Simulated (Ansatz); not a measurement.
Consider the following.

Host crystal: wurtzite GaN, with a band gap (PBE, scalar-relativistic without spin-orbit coupling).

End structure of N on the (0001) surface of wurtzite GaN (2x2 Ga adatom at T4; a constructed slab, bottom: 3 H on 4 bottom sites), one in a cell of 36 Å², started at the site 'over Ga at depth 1.7 Å':

```xyz
45
Lattice="6.4370 0.0000 0.0000 -3.2185 5.5746 0.0000 0.0000 0.0000 33.0000" Properties=species:S:1:pos:R:3 pbc="T T T"
N      1.6122     0.9274    10.6611
N      4.8248     0.9274    10.6604
N      0.0000     3.7198    10.6604
N      3.2184     3.7164    10.5875
Ga    -0.0003     1.8583    11.2864
Ga     3.2187     1.9411    11.2487
Ga    -1.6809     4.6038    11.2487
Ga     1.6808     4.6042    11.2498
N      0.0000     1.8582    13.2295
N      3.2185     1.8582    13.2295
N     -1.6092     4.6455    13.2295
N      1.6092     4.6455    13.2295
Ga     1.6092     0.9291    13.8758
Ga     4.8277     0.9291    13.8758
Ga     0.0000     3.7164    13.8758
Ga     3.2185     3.7164    13.8758
N      1.6071     0.9303    15.8424
N      4.8298     0.9255    15.8438
N      0.0042     3.7164    15.8438
N      3.2142     3.7188    15.8457
Ga    -0.0027     1.8598    16.4945
Ga     3.2213     1.8611    16.4900
Ga    -1.6103     4.6416    16.4900
Ga     1.6102     4.6449    16.5127
N     -0.0056     1.8614    18.4552
N      3.2258     1.8636    18.4553
N     -1.6102     4.6365    18.4553
N      1.6107     4.6446    18.5101
Ga     1.6104     0.9284    19.1023
Ga     4.8285     0.9561    19.1271
Ga    -0.0230     3.7022    19.1271
Ga     3.2425     3.7025    19.1339
N      1.5938     0.9380    21.0001
N      4.8210     0.9561    21.1275
N     -0.0268     3.7087    21.1275
N      3.2366     3.7059    21.1639
Ga     0.0131     1.8506    21.8744
Ga     3.1778     1.8248    21.8610
Ga    -1.6007     4.6974    21.8610
Ga     1.5998     4.6509    21.4556
H      1.5965     0.9365     9.6352
H      4.8405     0.9363     9.6345
H      0.0001     3.7017     9.6345
Ga     1.7788     0.8312    23.7533
N      0.1890     1.7490    23.7629
```

Model: 45-atom slab, 13.9 Å thick at the start with caps and adatoms under the adsorbate (thin: gaps and levels are the slab's own), 4x4x1 mesh, Fermi-Dirac 0.01 eV, dipole correction, 23 atoms held, the rest relaxed; held to the start's symmetry, so lower structures may exist; spin-polarised, ending with about 1.0 μB a cell, a value that depends on the mesh; orders that need a larger cell were not tried, no spin-orbit, no U, no dispersion correction. The slab shows no gap over 0.04 eV on its mesh. At the end it is bonded to 2 Ga. In PBE it is, or lies within 0.03 eV of, the lowest of the starts that converged.

A negative adsorption energy means that the adsorbate is more stable on the surface than in its reference.

Question: Predict the adsorption energy against ½ N2(g) from PBE run with Ansatz (a program for electronic structure).

Answer: 1.06 eV

Question: What change of the step from the bottom to the top vacuum level, against the clean slab does PBE give?

Answer: 0.70 eV
